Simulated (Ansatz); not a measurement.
The starting structures come from a database of crystals and need not be the phases stable at ambient conditions.

 Where the default PAW files enter, the runs use the earlier of Ansatz's two default sets.

Tunnelling through a barrier is set by its complex band structure: the current falls as exp(−2κd) with the smallest κ.

Consider the following.

```xyz
2
Lattice="4.5618 0.0000 0.0000 0.0000 6.4513 0.0000 2.2809 3.2257 2.2809" Properties=species:S:1:pos:R:3 pbc="T T T"
Ba     0.0000     0.0000     0.0000
S      0.0000     3.2257     0.0000
```

Space group of this cell: Fm-3m, rock salt. The cell is taken as given; by r2SCAN its mean pressure is -0.5 GPa.

Transport runs along the normal of the first two printed cell vectors, the (110) plane of the conventional cell.

The gap is the functional's own, uncorrected, and κ follows it; spin-orbit coupling is left out. Mid-gap values are interpolated between the computed energies.

Q: Give the band gap and the smallest decay constant κ at mid-gap that r2SCAN in Ansatz (an electronic-structure program) yields.

A: Gap 2.60 eV on a 14×14×14 mesh; κ = 0.258 1/Å, at the zone centre.
